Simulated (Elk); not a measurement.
# Input and output of a self-consistent single point for GaAs (F-43m, 2 atoms in the cell) (Elk)

Method of the run: Elk with PBE, all-electron FP-LAPW, Elk's shipped species files, APW+lo basis with extra local orbitals.

The input file:

```
tasks
  0

xctype
  20

rgkmax
  8.0

gmaxvr
  16.0

nxlo
  2

lorbcnd
  .true.

rmtscf
  0.94

lmaxi
  3

stype
  0

swidth
  0.00734986

scale
  1.889726125

avec
    0.0000000000    2.9346040000    2.9346040000
    2.9346040000    0.0000000000    2.9346040000
    2.9346040000    2.9346040000    0.0000000000

sppath
  './'

atoms
  2   : nspecies
  'Ga.in'   : spfname
  1   : natoms; atposl, bfcmt below
  0.0000000000  0.0000000000  0.0000000000    0.0 0.0 0.0
  'As.in'   : spfname
  1   : natoms; atposl, bfcmt below
  0.2500000000  0.2500000000  0.2500000000    0.0 0.0 0.0

ngridk
  7 7 7
```

Output, abridged:

```
│ Elk code version 10.2.4 │

All units are atomic (Hartree, Bohr, etc.)

│ Ground-state run starting from atomic densities │

Lattice vectors :
   0.000000000       5.545597845       5.545597845
   5.545597845       0.000000000       5.545597845
   5.545597845       5.545597845       0.000000000

Unit cell volume      :    341.0948109
Brillouin zone volume :   0.7272177866

Muffin-tin inner radius fraction :   0.1000000000E-01

Nuclei treated as point charges

Species :    1 (Ga)
 parameters loaded from : Ga.in
 name : gallium
 nuclear charge    :   -31.00000000
 electronic charge :    31.00000000
 atomic mass :    127097.2538
 muffin-tin radius :    2.256000000
 number of radial points in muffin-tin :    497
 atomic positions (lattice), magnetic fields (Cartesian) :
   1 :   0.00000000  0.00000000  0.00000000    0.00000000  0.00000000  0.00000000

Species :    2 (As)
 parameters loaded from : As.in
 name : arsenic
 nuclear charge    :   -33.00000000
 electronic charge :    33.00000000
 atomic mass :    136573.7219
 muffin-tin radius :    2.256000000
 number of radial points in muffin-tin :    497
 atomic positions (lattice), magnetic fields (Cartesian) :
   1 :   0.25000000  0.25000000  0.25000000    0.00000000  0.00000000  0.00000000

Total number of atoms per unit cell :    2

Spin treatment :
 spin-unpolarised

Number of Bravais lattice symmetries :   48
Number of crystal symmetries         :   24
Crystal has no inversion symmetry
Complex Hermitian eigensolver will be used

k-point grid :      7     7     7
k-point offset :    0.000000000       0.000000000       0.000000000
k-point set is reduced with full crystal symmetry group
Total number of k-points :       30

Muffin-tin radius times maximum |G+k| :    8.000000000
 using average radius
Maximum |G+k| for APW functions       :    3.546099291
Maximum (1/2)|G+k|²                   :    6.287410090
Maximum |G| for potential and density :    16.00000000
 potential will be trimmed for |G| > 2 gkmax
Constant for pseudocharge density :    9
Radial integration step length :    4

G-vector grid sizes :     40    40    40
Number of G-vectors :    23505

Maximum angular momentum used for
 APW functions                      :    8
 outer part of muffin-tin           :    6
 inner part of muffin-tin           :    3

Total nuclear charge    :   -64.00000000
Total core charge       :    36.00000000
Total valence charge    :    28.00000000
Total excess charge     :    0.000000000
Total electronic charge :    64.00000000

Effective Wigner radius, rₛ :    1.083599618

Number of empty states         :    8
Total number of valence states :   22
Total number of core states    :   36

Conduction state local-orbitals added automatically
Total number of local-orbitals :  159

Exchange-correlation functional :     20     0     0
 Perdew-Burke-Ernzerhof, Phys. Rev. Lett. 77, 3865 (1996)
 gradient requirement :    1
 generalised gradient approximation (GGA)

Smearing type :    0
 Gaussian
Smearing width :   0.7349860000E-02
Effective electronic temperature (K) :    2320.902224

Mixing type :    3
 Broyden mixing, J. Phys. A: Math. Gen. 17, L317 (1984)

Kohn-Sham potential initialised from atomic data

│ Self-consistent loop started │
│ Loop number : 1 │
 total energy                :     -4209.83722124
│ Loop number : 2 │
 total energy                :     -4209.81843548
RMS change in Kohn-Sham potential (target) :   0.1511359252     (  0.1000000000E-05)
Absolute change in total energy (target)   :   0.1878576571E-01 (  0.1000000000E-03)
│ Loop number : 3 │
 total energy                :     -4209.62959552
RMS change in Kohn-Sham potential (target) :   0.1455473106     (  0.1000000000E-05)
Absolute change in total energy (target)   :   0.1935363938     (  0.1000000000E-03)
│ Loop number : 4 │
 total energy                :     -4207.29016220
RMS change in Kohn-Sham potential (target) :   0.6423039954E-01 (  0.1000000000E-05)
Absolute change in total energy (target)   :    2.387817418     (  0.1000000000E-03)
│ Loop number : 5 │
 total energy                :     -4205.99507121
RMS change in Kohn-Sham potential (target) :   0.1976415451E-01 (  0.1000000000E-05)
Absolute change in total energy (target)   :    1.892045352     (  0.1000000000E-03)
│ Loop number : 6 │
 total energy                :     -4205.55777950
RMS change in Kohn-Sham potential (target) :   0.4755160146E-02 (  0.1000000000E-05)
Absolute change in total energy (target)   :   0.9103030403     (  0.1000000000E-03)
│ Loop number : 7 │
 total energy                :     -4205.41568606
RMS change in Kohn-Sham potential (target) :   0.2596025729E-03 (  0.1000000000E-05)
Absolute change in total energy (target)   :   0.3696692047     (  0.1000000000E-03)
│ Loop number : 8 │
 total energy                :     -4205.40803056
RMS change in Kohn-Sham potential (target) :   0.1281101316E-03 (  0.1000000000E-05)
Absolute change in total energy (target)   :   0.1000728056     (  0.1000000000E-03)
│ Loop number : 9 │
 total energy                :     -4205.40100313
RMS change in Kohn-Sham potential (target) :   0.4283041716E-04 (  0.1000000000E-05)
Absolute change in total energy (target)   :   0.3204562836E-01 (  0.1000000000E-03)
│ Loop number : 10 │
 total energy                :     -4205.39814655
RMS change in Kohn-Sham potential (target) :   0.1501839129E-04 (  0.1000000000E-05)
Absolute change in total energy (target)   :   0.1086798435E-01 (  0.1000000000E-03)
│ Loop number : 11 │
 total energy                :     -4205.39761274
RMS change in Kohn-Sham potential (target) :   0.5019309344E-05 (  0.1000000000E-05)
Absolute change in total energy (target)   :   0.3250811447E-02 (  0.1000000000E-03)
│ Loop number : 12 │
 total energy                :     -4205.39758009
RMS change in Kohn-Sham potential (target) :   0.1066312802E-05 (  0.1000000000E-05)
Absolute change in total energy (target)   :   0.8453518285E-03 (  0.1000000000E-03)
│ Loop number : 13 │
 total energy                :     -4205.39755888
RMS change in Kohn-Sham potential (target) :   0.2174660405E-06 (  0.1000000000E-05)
Absolute change in total energy (target)   :   0.2325498390E-03 (  0.1000000000E-03)
│ Loop number : 14 │
 total energy                :     -4205.39755628
RMS change in Kohn-Sham potential (target) :   0.1220261049E-06 (  0.1000000000E-05)
Absolute change in total energy (target)   :   0.6073546592E-04 (  0.1000000000E-03)
Convergence targets achieved

│ Loop number : 15 │

Energies :
 Fermi                       :     0.146121078495
 sum of eigenvalues          :     -2424.48544264
 electron kinetic            :      4294.22240839
 core electron kinetic       :      3978.19811255
 Coulomb                     :     -8339.94288732
 Coulomb potential           :     -6511.14947965
 nuclear-nuclear             :     -428.192224926
 electron-nuclear            :     -9312.35184513
 Hartree                     :      1400.60118274
 Madelung                    :     -5084.36814749
 xc potential                :     -207.558371373
 exchange                    :     -156.602921971
 correlation                 :     -3.07415122349
 total energy                :     -4205.39755212

Density of states at Fermi energy :    1.658517859
 (states/Hartree/unit cell)

Estimated indirect band gap :   0.2708265671E-01
 from k-point      1 to k-point      5
Estimated direct band gap   :   0.5103814492E-01
 at k-point      7

Charges :
 core                        :    36.00000000
 valence                     :    28.00000000
 interstitial                :    3.606454297
 muffin-tins (core leakage)
  species :    1 (Ga)
   atom    1                 :    29.31492037     (  0.1604586967E-02)
  species :    2 (As)
   atom    1                 :    31.07862533     (  0.3416240381E-03)
 total in muffin-tins        :    60.39354570
 total calculated charge     :    63.98506955
 total charge                :    64.00000000
 error                       :   0.1493044957E-01

│ Self-consistent loop stopped │
```

The run converged in 15 iterations. The count includes the last loop, which Elk runs after its targets are met.

The starting cell comes from a database of computed structures (which also holds hypothetical and non-ambient phases and stackings), without a prior relaxation at this level. Its lattice was rescaled by a random factor within 2.5 % of one. Values depend on the basis (sphere radii, cutoffs, local orbitals), which need not be converged. The run gives no clean gap (levels at the Fermi energy touch, overlap or are partly filled at this smearing), which alone does not show that the compound is a metal. The log's line on a gap gives a spacing of levels on this mesh, which the program prints for metals too.

Cost on one core of a shared machine: roughly 50 s.
